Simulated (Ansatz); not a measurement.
# How far PBE and r2SCAN part for TiAl, Ti → Si

Start from TiAl (space group P4/mmm, No. 123; a = 2.824 Å, c = 4.071 Å).

(Cell as relaxed with PBE.)

Levels (all Ansatz, an electronic-structure program, PAW, earlier PAW set): PBE (420 eV, no spin-orbit coupling); r2SCAN (500 eV, scalar-relativistic without spin-orbit coupling).

Each level relaxes its own structure.

```
base                      PBE    r2SCAN
-------------------  --------  --------
volume per atom      16.23 Å³  16.06 Å³
lattice parameter a  282.4 pm  281.3 pm
band gap                 zero      zero
```

It is then changed as follows: full substitution Ti → Si, then cell and atoms are relaxed.

| quantity | PBE | r2SCAN |
|---|---|---|
| c/a ratio | 1.333 | 1.330 |
| shortest interatomic distance | 276.5 pm | 272.7 pm |

PBE's c/a ratio lies 0.003 above r2SCAN's; PBE's shortest interatomic distance lies 3.8 pm above r2SCAN's (1.4 %). Neither level is exact; r2SCAN is the comparison here, not a measurement.

Whether these cells are dynamically stable was not tested. As relaxed here, AlSi is a hypothetical phase, not in the database extracts checked. The final runs are not spin-polarised. An odd electron count without spin: AlSi and TiAl.
